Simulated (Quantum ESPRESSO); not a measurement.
Input and output of a self-consistent single point for TiGa3 (I4mm, 4 atoms in the cell) (Quantum ESPRESSO).

Method of the run: LDA (PZ), GBRV 1.5 ultrasoft (LDA) pseudopotentials (plane waves; Quantum ESPRESSO).

```
CELL_PARAMETERS angstrom
     -1.87479     1.87479     4.35533
      1.87479    -1.87479     4.35533
      1.87479     1.87479    -4.35533
ATOMIC_POSITIONS crystal
  Ti 0.00574 0.00574 0.00000
  Ga 0.75000 0.25000 0.50000
  Ga 0.25000 0.75000 0.50000
  Ga 0.50000 0.50000 0.00000
```

Reference input (self-consistent single point, DFT, LDA (PZ), plane waves, GBRV 1.5 ultrasoft (LDA) pseudopotentials): ecutwfc = 50 Ry; ecutrho = 400 Ry; occupations = smearing; smearing = gaussian; degauss = 0.0073499 Ry; potentials = {Ti: ti_lda_v1.4.uspp.F.UPF, Ga: ga_lda_v1.4.uspp.F.UPF}; K_POINTS = automatic 6 6 6 0 0 0; conv_thr = 1e-11 Ry; mixing_beta = 0.7. This run's input differs from it in these lines:

```diff
@@ -15,3 +15,3 @@
   smearing = 'gaussian'
-  degauss = 0.0073499
+  degauss = 0.073499
 /
@@ -30,3 +30,3 @@
 K_POINTS {automatic}
-6 6 6  0 0 0
+10 10 10  0 0 0
 CELL_PARAMETERS {angstrom}
```

Output (repeated stretches shortened):

```
     Self-consistent Calculation

     iteration #  1     ecut=    50.00 Ry     beta= 0.70

     total energy              =   -1287.16608282 Ry
     estimated scf accuracy    <     100.47787972 Ry

     iteration #  2     ecut=    50.00 Ry     beta= 0.70

     total energy              =   -1343.34351895 Ry
     estimated scf accuracy    <     218.88607903 Ry

     iteration #  3     ecut=    50.00 Ry     beta= 0.70

     total energy              =   -1366.22140595 Ry
     estimated scf accuracy    <      19.15502367 Ry

   [... 13 blocks of this kind left out ...]

     iteration # 17     ecut=    50.00 Ry     beta= 0.70

     negative rho (up, down):  4.002E-04 0.000E+00

     total energy              =   -1364.32223327 Ry
     estimated scf accuracy    <          3.0E-11 Ry

     iteration # 18     ecut=    50.00 Ry     beta= 0.70

     negative rho (up, down):  4.002E-04 0.000E+00
     End of self-consistent calculation

     Number of k-points >= 100: set verbosity='high' to print the bands.

     the Fermi energy is    14.3209 ev

!    total energy              =   -1364.32223327 Ry
     estimated scf accuracy    <          7.7E-13 Ry
     smearing contrib. (-TS)   =      -0.06417584 Ry
     internal energy E=F+TS    =   -1364.25805743 Ry

     convergence has been achieved in  18 iterations

     negative rho (up, down):  4.002E-04 0.000E+00

     Forces acting on atoms (cartesian axes, Ry/au):

     atom    1 type  1   force =     0.00000000    0.00000000   -0.00928759
     atom    2 type  2   force =     0.00000000    0.00000000    0.00578254
     atom    3 type  2   force =     0.00000000    0.00000000    0.00578254
     atom    4 type  2   force =     0.00000000    0.00000000   -0.00227750

     Total force =     0.012583     Total SCF correction =     0.000001

     negative rho (up, down):  4.002E-04 0.000E+00
          total   stress  (Ry/bohr**3)                   (kbar)     P=      -29.34
  -0.00014937  -0.00000000  -0.00000000          -21.97       -0.00       -0.00
   0.00000000  -0.00014937  -0.00000000            0.00      -21.97       -0.00
   0.00000000   0.00000000  -0.00029969            0.00        0.00      -44.09

   JOB DONE.
```

The run converged in 18 iterations. Against the reference run the free energy falls by 97.4 meV/atom, the pressure goes from -4.53 to -2.93 GPa and the largest force goes from 0.265 to 0.239 eV/Å.

The starting cell comes from a database of computed structures (which also holds hypothetical and non-ambient phases and stackings), without a prior relaxation at this level. Its lattice was rescaled by up to half a per cent. One atom was moved a little off its site on purpose. Spin polarisation is off.

Cost on one core of a shared machine: roughly 9 min.
